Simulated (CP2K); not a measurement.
Band structure of C (R-3m, 4 atoms in the cell).

```
CELL_PARAMETERS angstrom
      8.40413     0.00000     0.00000
      8.04222     2.43968     0.00000
      8.04222     1.19300     2.12810
ATOMIC_POSITIONS crystal
  C  0.91283 0.91283 0.91283
  C  0.08717 0.08717 0.08717
  C  0.24615 0.24615 0.24615
  C  0.75385 0.75385 0.75385
```

Method: LDA (Pade form), GPW, DZVP-MOLOPT-SR-GTH basis, GTH-PADE potentials (GTH_POTENTIALS) (CP2K).

Settings: CUTOFF = 400 Ry; REL_CUTOFF = 60 Ry; SMEAR/METHOD = FERMI_DIRAC; ELECTRONIC_TEMPERATURE = 1160.45 K; KPOINTS/SCHEME = MONKHORST-PACK 8 8 8; GAMMA_CENTERED = T; XC_FUNCTIONAL = PADE; C/BASIS_SET = DZVP-MOLOPT-SR-GTH-q4; C/POTENTIAL = GTH-PADE-q4; METHOD = GPW; EPS_DEFAULT = 1e-10; EXTRAPOLATION = USE_GUESS; NGRIDS = 4; SCF_GUESS = ATOMIC.

The starting cell comes from a database of computed structures (which also holds hypothetical and non-ambient phases and stackings), without a prior relaxation at this level. Values carry the incompleteness of an atom-centred basis.

Q: Predict the gap along the standard path and the places of the band edges.

A: The gap along the path is 0.07 eV, direct at B1 to within 0.01 eV. Another conduction valley lies within 0.1 eV, so the order of the valleys is not sure.

Levels in eV from the top of the valence band on the SCF mesh, bands 5 to 9:
```tsv
point	5	6	7	8	9
Γ	-2.31	-2.31	-2.30	-2.30	7.73
L	-5.66	-5.66	-1.66	-1.33	2.27
B1	-9.80	-9.79	0.63	0.80	0.87
B	-9.80	-9.79	0.63	0.80	0.87
Z	-2.31	-2.31	-2.30	-2.30	9.02
X	-9.81	-9.80	0.70	0.77	0.89
Q	-9.81	-9.80	0.70	0.77	0.89
F	-5.66	-5.66	-1.59	-1.39	2.37
P1	-5.66	-5.66	-1.61	-1.39	2.34
P	-5.66	-5.66	-1.61	-1.39	2.34
```

Higher empty bands are left out: an atom-centred basis made for the valence describes them poorly.
